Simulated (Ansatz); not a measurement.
The parent structure is Sr in the hcp (Mg type) structure (space group P6_3/mmc, No. 194; a = 4.190 Å, c = 6.886 Å). Axes: x lies along a and z along c of the hexagonal cell.

Calculations: Ansatz (a program for electronic structure) PBEsol, no spin-orbit coupling.

One thing is altered: a free-standing slab of 7 layers (7 atoms, 1 a layer) is cut normal to the z axis, with 15 Å of vacuum and the in-plane cell held at bulk.

Task: What does the calculation give for the excess energy per area of both faces and change of the spacing d12 from its bulk value of 3.443 Å after the change?

Result: The excess energy per area of both faces (slab less bulk energy over the cell's area: twice a surface energy) is 0.8 J/m² (uncertain by up to 0.07 J/m²); the change of the spacing d12 from its bulk value of 3.443 Å amounts to -3.0 %.

Slab and bulk use different k-meshes, which limits the precision of the excess energy. Stability against distortions was not tested. This is not the structure that Sr has at room temperature and ambient pressure.
